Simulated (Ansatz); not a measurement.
Start from Nb in the bcc (W type) structure (space group Im-3m, No. 229; a = 3.2712 Å).

All numbers come from Ansatz (a quantum-chemistry and plane-wave program) PBEsol, spin-orbit coupling left out, earlier PAW set.

For the base:

The lattice parameter a is 3.271 Å.

The change: cell and atoms relaxed at a pressure of 75 GPa.

Estimate the effect on the lattice parameter a.

The lattice parameter a falls by 0.272 Å to 2.999 Å.

Load acts through the strain it causes; cell and atoms are relaxed under it. No phonon test of stability was made. No other phases were tried under pressure. All final runs are without spin polarisation.
